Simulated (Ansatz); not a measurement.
For MoP (P-6m2, No. 187; start mp-219), LDA in Ansatz (PAW) gives:

```
Quantity             Result
------------------  -------
lattice constant a  3.191 Å
c axis length       3.157 Å
```

Task: What does HSE06 in Ansatz (plane waves, PAW) give for the same quantities?

Result: 
- lattice constant a: 3.201 Å (goes up by 0.3 %)
- lattice parameter c: 3.173 Å (grows by 0.5 %)

Changes are worked out from the printed values.

Unless a cell is named, each level is at its own relaxed cell (LDA 13.92, HSE06 14.08 Å³/atom).

Caveats: hybrids on metals are sensitive to the k mesh and can open a false gap (HSE06); the relaxation could not lower the start's symmetry, so the cell can be a saddle point above a distorted one (LDA, HSE06). Ansatz's density-functional and Hartree–Fock values are scalar-relativistic unless marked +SOC, with PAW data made under PBE.

A start named mp-… is a Materials Project structure, which can be a computed phase never made.

Ansatz is a program for electronic structure.
